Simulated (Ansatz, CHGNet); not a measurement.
Lattice parameter a of AlCr2C (P6₃/mmc, No. 194, 8 atoms in the cell; start mp-9956) at several levels of theory

No measured value is used here.

```json
[
 {"level (code)": "CHGNet-r²SCAN", "value (Å)": "2.827"},
 {"level (code)": "LDA (Ansatz)", "value (Å)": "?"},
 {"level (code)": "PBE (Ansatz)", "value (Å)": "2.840"},
 {"level (code)": "PBE-D3(BJ) (Ansatz)", "value (Å)": "2.812"},
 {"level (code)": "r²SCAN-D4 (Ansatz)", "value (Å)": "2.814"}
]
```

Task: Some entries are withheld; supply them.

Result: 
- LDA (Ansatz, a quantum-chemistry and plane-wave program), value (Å): 2.791

The crystal itself was run without spin with LDA, PBE, PBE-D3(BJ), r²SCAN-D4; a magnetic state was not tried in these runs. CHGNet-r²SCAN, LDA, PBE, PBE-D3(BJ), r²SCAN-D4: the relaxation could not lower the start's symmetry, so the cell can be a saddle point above a distorted one. Ansatz's density-functional and Hartree–Fock values are scalar-relativistic unless marked +SOC, with PAW data made under PBE.

Machine-learned potentials (CHGNet-r²SCAN) are trained on DFT data: a solid inside that data is no test of them.

A start named mp-… is a Materials Project structure, which need not be a measured phase.
